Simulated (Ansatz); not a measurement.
Take BaTiO3 (space group P4mm, No. 99; a = 3.9722 Å, c = 4.1130 Å) as the base.

Levels (all Ansatz, a program for electronic structure, PAW): r2SCAN (500 eV, no spin-orbit coupling); HSE06 (420 eV, no spin-orbit coupling).

The geometry is relaxed with r2SCAN.

| Item | Value |
|---|---|
| r2SCAN lowest conduction level above the VBM at special points | Γ 2.23 eV; Z 2.33 eV; X 2.79 eV |

**Question.** How does going to HSE06 change the lowest conduction level above the VBM at special points?

**Answer.** The lowest conduction level above the VBM at special points becomes Γ 3.31 eV; Z 3.44 eV; X 3.91 eV (r2SCAN: Γ 2.23 eV; Z 2.33 eV; X 2.79 eV).

Single points use the geometry relaxed with r2SCAN. HSE06 gaps are upper bounds (no full band path). The levels and masses belong to the bands next to the band gap. Stability against distortions was not tested. The final runs are not spin-polarised.
